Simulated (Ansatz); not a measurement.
The starting structures come from a database of crystals and need not be the phases stable at ambient conditions.

 Where the default PAW files enter, the runs use the earlier of Ansatz's two default sets.

Tunnelling through a barrier is set by its complex band structure: the current falls as exp(−2κd) with the smallest κ.

Consider the following.

```
CaBr2
1.0
    4.36577     0.00000     0.00000
    0.00000     6.90553     0.00000
    0.00000     0.00000     6.65497
Ca Br
2 4
Direct
  0.00000   0.00000   0.00000
  0.50000   0.50000   0.50000
  0.00000   0.32747   0.27545
  0.00000   0.67253   0.72455
  0.50000   0.17253   0.77545
  0.50000   0.82747   0.22455
```

Space group of this cell: Pnnm. The cell is taken as given.

Transport runs along the normal of the first two printed cell vectors.

No gap correction and no spin-orbit coupling; mid-gap values are interpolated between computed energies.

**Question.** State the band gap and the smallest decay constant κ at mid-gap according to r2SCAN run with Ansatz (a program for electronic structure).

**Answer.** Gap 5.10 eV on a 8×6×6 mesh; κ = 0.352 1/Å, at the zone centre.
